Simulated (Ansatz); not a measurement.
WO3 (model structure, Pnma, No. 62, 16 atoms in the cell)

Computed with PBEsol (PAW; Ansatz, a program for electronic structure).

Numerical settings: plane-wave cutoff 520 eV, 4×10×10 k mesh (along the axes of the cell as run), Fermi–Dirac smearing 0.01 eV, no spin polarisation, scalar-relativistic PAW data made under PBE.

Cell (relaxed with PBE-D3(BJ)):

```xyz
16
Lattice="14.7210 0.0000 0.0000 0.0000 3.7397 0.0000 0.0000 0.0000 3.7940" Properties=species:S:1:pos:R:3 pbc="T T T"
W      8.8859     0.9349     1.7811
W      5.8351     2.8048     2.0129
W     13.1956     2.8048     3.6781
W      1.5254     0.9349     0.1159
O     10.5784     0.9349     1.8268
O      4.1426     2.8048     1.9672
O     11.5032     2.8048     3.7237
O      3.2179     0.9349     0.0702
O      6.3606     0.9349     1.8897
O      8.3604     2.8048     1.9043
O      0.9999     2.8048     3.7867
O     13.7211     0.9349     0.0073
O      8.5987     0.9349     3.7533
O      6.1223     2.8048     0.0407
O     13.4829     2.8048     1.8563
O      1.2382     0.9349     1.9377
```

band gap: 1.17 eV
smallest direct gap on the k points sampled: 2.10 eV

Note: the relaxation could raise the start's symmetry but not lower it, so the cell can be a saddle point; cell and atoms aren't relaxed at this level (pressure -3.2 GPa).

Spin–orbit coupling is not included.

It cost around 4 core-minutes (rough) of CPU time.

A model structure was made by putting elements into a prototype or built by hand; it is no filed structure, need not be a known phase, and can be a saddle point held by its symmetry.
